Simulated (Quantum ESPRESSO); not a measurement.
## Pressure against volume in rock-salt ZrC (space group 225) (Quantum ESPRESSO, PBE)

```yaml
crystal:
  lattice:
    - [0.00000, 2.30822, 2.30822]
    - [2.30822, 0.00000, 2.30822]
    - [2.30822, 2.30822, 0.00000]
  atoms:
    - { symbol: Zr, position: [0.00000, 0.00000, 0.00000] }
    - { symbol: C, position: [0.50000, 0.50000, 0.50000] }
```

Computed with PBE, PSlibrary PAW (PBE) pseudopotentials (plane waves; Quantum ESPRESSO). Settings: ecutwfc = 72 Ry; ecutrho = 576 Ry; occupations = smearing; smearing = fermi-dirac; degauss = 0.0036749 Ry; potentials = {Zr: Zr.pbe-spn-kjpaw_psl.1.0.0.UPF, C: C.pbe-n-kjpaw_psl.1.0.0.UPF}; K_POINTS = automatic 21 21 21 0 0 0; conv_thr = 1e-10 Ry. The cell above is the first row's. The rows scale it uniformly. In all rows fractional positions and the k mesh are held.

```
V (Å^3/atom)  P (GPa)
------------  -------
12.298          15.01
12.565           9.20
12.833           3.97
13.100          -0.75
13.367          -5.01
13.635          -8.84
13.902         -12.30
14.169         -15.42
14.437              ?
```

Fit P of the 8 rows that show it with a cubic. With u = V - 13.2, the rows have u = -0.9020, -0.6350, -0.3670, -0.1000, 0.1670, 0.4350, 0.7020, 0.9690. Least squares gives P = -2.398 - 16.1147·u + 3.1563·u² - 0.4089·u³. Residuals (row less fit): 0.004, -0.012, 0.009, 0.005, -0.007, 0.004, -0.003, 0.002; standard error 0.009 (degrees of freedom: 4). The fitted pressure is zero at V0 = 13.06, where dP/dV = -17.05, so B0 = -V0·dP/dV = 223 GPa.

Q: Predict the withheld P at V = 14.437 from the fit, and compare with the calculation.

A: u = 1.2370, so P = -2.398 - 16.1147 × 1.2370 + 3.1563 × 1.2370² - 0.4089 × 1.2370³ = -18.276 GPa. The calculation gives -18.23 GPa, 0.046 GPa above the prediction (0.1 % of the range of P in the table). The row lies outside the fitted rows, so this is an extrapolation. From the scatter of the fitted rows alone, a prediction at this place has a standard error of 0.025 GPa, so the miss is 1.9 times that.

Carrying the step between the two nearest rows on in a straight line would have given -18.55, off by 0.32; series whose last step already gives the withheld value aren't shown. The scan was laid around a cell of about the measured size, scaled by a guess for this functional. The runs keep the symmetry of the cell, so they don't test it for distortions. Cutoffs and mesh are single choices, not tested for convergence of this quantity. Series with a scatter that would blur these digits, or in which a gap closes, are not shown.
